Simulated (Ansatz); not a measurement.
Troubleshooting Ansatz (a first-principles code): a failed run on LiCd3 (Fm-3m, 4 atoms in the cell). The aim is a self-consistent single point with DFT, PBEsol, plane waves, default PAW files made with PBE.

Cell that was meant: a = 4.8037 Å, b = 4.8037 Å, c = 4.8037 Å, α = 60.00°, β = 60.00°, γ = 60.00°.

Part of the input:

Ansatz 0.2 input:
```yaml
    - { symbol: Cd, position_ang: [1.69835500, 1.69835500, 1.69835500] }
    - { symbol: Cd, position_ang: [5.09506500, 5.09506500, 5.09506500] }
    - { symbol: Cd, position_ang: [3.39671000, 3.39671000, 3.39671000] }
basis:
  ecutwfc: 30
kpoints:
  mp_grid:
    grid: [11, 11, 11]
```

Output, abridged:

```
Error: inconsistent input (basis.ecutwfc, kpoints): the smallest per-k basis holds n_pw = 24 plane waves (k-point 2, counted from 0 among those solved) but the deck needs at least 33 band(s) per channel, and no run solves more bands than the smallest per-k basis has plane waves; raise basis.ecutwfc until the smallest per-k basis, which caps the automatic band count, holds at least 33 plane waves
```

Q: From the messages shown, name the fault and mend the input.

A: The fault is this: a cutoff meant in Ry typed as a bare number, read as eV; here the program stops on it instead of giving results. To fix it, convert the value to the unit that the key expects. The program stopped before any SCF iteration.

An input that runs soundly differs in these lines (not the only fix; some lines may just follow from the change or write a value another way):
```diff
-basis:
-  ecutwfc: 30
```

With that input, the run converged in 6 iterations: free energy E − TS (on the zero of these files) -24755.9065 eV; Fermi level (on the code's own zero) 12.40 eV; pressure -1.54 GPa (DFT, PBEsol, plane waves, default PAW files made with PBE).

On the sound input: the starting cell comes from a database of computed structures (which also holds hypothetical and non-ambient phases and stackings), without a prior relaxation at this level. Ansatz's pressure includes its estimate of the finite-basis (Pulay) stress.
